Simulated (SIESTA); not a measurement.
A self-consistent single point of CoSi₂ (Fm-3m, 3 atoms in the cell) with SIESTA.

Method of the run: LDA PW92, numerical atomic orbitals DZP, PseudoDojo LDA standard norm-conserving potentials (rewritten from UPF to PSML) in SIESTA.

```
CoSi2
1.0
    0.00000     2.70264     2.70264
    2.70264     0.00000     2.70264
    2.70264     2.70264     0.00000
Co Si
1 2
Direct
  0.00000   0.00000   0.00000
  0.75000   0.75000   0.75000
  0.25000   0.25000   0.25000
```

Reference input (self-consistent single point, DFT, GGA PBE, numerical atomic orbitals DZP, PseudoDojo PBE standard norm-conserving potentials (rewritten from UPF to PSML)): XC.functional = GGA; XC.authors = PBE; potentials = PseudoDojo PBE standard; PAO.BasisSize = DZP; PAO.EnergyShift = 0.005 Ry; MeshCutoff = 400 Ry; kgrid.MonkhorstPack = 9 9 9; OccupationFunction = FD; ElectronicTemperature = 0.136 eV; MaxSCFIterations = 150; SCF.Mixer.Method = Broyden; SCF.Mixer.Weight = 0.25. This run's input differs from it in these lines:

```diff
@@ -1,2 +1,2 @@
-# files in the folder: Co.psml Si.psml (PseudoDojo PBE standard)
+# files in the folder: Co.psml Si.psml (PseudoDojo LDA standard)
 SystemName  CoSi2
@@ -23,4 +23,4 @@
 
-XC.functional                GGA
-XC.authors                   PBE
+XC.functional                LDA
+XC.authors                   PW92
 PAO.BasisSize                DZP
```

Output (repeated stretches shortened):

```
        iscf     Eharris(eV)        E_KS(eV)     FreeEng(eV)     dDmax    Ef(eV) dHmax(eV)
   scf:    1    -4361.341949    -4386.667225    -4386.761902  1.519177 -5.194709 15.230906
   scf:    2    -4372.129696    -4387.360752    -4387.419936  0.278550 -6.371833 13.195083
   scf:    3    -4392.468605    -4391.606655    -4391.675981  0.114500 -5.874883  0.573575
   scf:    4    -4391.594175    -4391.627558    -4391.700039  0.076097 -5.775751  1.038888
   scf:    5    -4391.657308    -4391.650350    -4391.722133  0.023660 -5.806653  0.070375
   [... 2 lines left out ...]
   scf:    8    -4391.650538    -4391.650529    -4391.722263  0.000212 -5.807882  0.007503
   scf:    9    -4391.650546    -4391.650538    -4391.722264  0.000149 -5.808144  0.002199
   scf:   10    -4391.650525    -4391.650531    -4391.722264  0.000052 -5.807932  0.001866
   scf:   11    -4391.650534    -4391.650533    -4391.722264  0.000052 -5.807988  0.000340
SCF Convergence by DM+H criterion
max |DM_out - DM_in|         :     0.0000524820
max |H_out - H_in|      (eV) :     0.0003399383
SCF cycle converged after 11 iterations

Using DM_out to compute the final energy and forces

siesta: E_KS(eV) =            -4391.6505

siesta: E_KS - E_eggbox =     -4391.6505

siesta: Atomic forces (eV/Ang):
     1   -0.000000   -0.000000    0.000000
     2    0.000000    0.000000    0.000000
     3   -0.000000   -0.000000   -0.000000
   Tot   -0.000000   -0.000000    0.000000
   Max    0.000000
   Res    0.000000    sqrt( Sum f_i^2 / 3N )
   Max    0.000000    constrained

Stress tensor Voigt[x,y,z,yz,xz,xy] (kbar):      132.17      132.17      132.17        0.00        0.00        0.00
(Free)E + p*V (eV/cell)    -4394.9792
Target enthalpy (eV/cell)    -4391.7223

   [... lines left out ...]
siesta: FreeEng =     -4391.722264
   [... lines left out ...]
siesta:     0.082492    0.000000    0.000000
siesta:     0.000000    0.082492    0.000000
siesta:     0.000000    0.000000    0.082492

siesta: Cell volume =         39.481674 Ang**3

siesta: Pressure (static):
siesta:                Solid            Molecule  Units
siesta:          -0.00089845         -0.00089845  Ry/Bohr**3
siesta:          -0.08249198         -0.08249198  eV/Ang**3
siesta:        -132.16672121       -132.16672129  kBar
```

The run converged in 11 iterations. Against the reference run the pressure goes from -4.18 to -13.22 GPa.

The starting cell comes from a database of computed structures (which also holds hypothetical and non-ambient phases and stackings), without a prior relaxation at this level. Its lattice was rescaled by a random factor within 2.5 % of one. Spin polarisation is off. Values carry the incompleteness of an atom-centred basis. With a pressure of about -13 GPa the cell is away from its equilibrium volume at this level.

Cost on one core of a shared machine: roughly 30 s.
